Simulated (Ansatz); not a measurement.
## Carrier properties of PbI2 under load (space group P-3m1)

Given:

```yaml
crystal:
  lattice:
    - [4.29884, 0.00000, 0.00000]
    - [-2.14942, 3.72290, 0.00000]
    - [0.00000, 0.00000, 6.94709]
  atoms:
    - { symbol: Pb, position: [0.00000, 0.00000, 0.00000] }
    - { symbol: I, position: [0.66667, 0.33333, 0.71659] }
    - { symbol: I, position: [0.33333, 0.66667, 0.28341] }
```

The numbers are results of PBEsol+D3BJ with spin-orbit coupling, rigid bands (plane waves, PAW; Ansatz, an electronic-structure program), not measurements. Condition of this run: biaxial stress xx = yy = 1 GPa (compression positive) (the target of the relaxation). Geometry: cell and atoms relaxed with PBEsol+d3bj, then loaded as said.

```yaml
band_gap: 1.14 eV
electron conductivity mass (300 K, dilute): 0.189 (x), 0.189 (y), 1.01 (z) mₑ
hole conductivity mass (300 K, dilute): 0.31 (x), 0.31 (y), 0.38 (z) mₑ
effective density of states N_c (300 K): 4.2e18 cm⁻³
effective density of states N_v (300 K): 4.2e18 cm⁻³
density_of_states_mass_electrons: 0.30 mₑ
density_of_states_mass_holes: 0.30 mₑ
Seebeck coefficient, n-type 1e19 cm⁻³, 300 K: -156 μV/K
Seebeck coefficient, p-type 1e19 cm⁻³, 300 K: 160 μV/K
```

Rigid bands; masses and Seebeck coefficients take one relaxation time τ for all states and one kind of carrier; polarons and phonon drag are left out. Geometry: cell and atoms relaxed with PBEsol+D3(BJ).

PBEsol with a dispersion correction tends to overbind, so the cell can be several per cent short, in bad cases over ten, which usually narrows a gap: PbI2 under load (space group P-3m1).
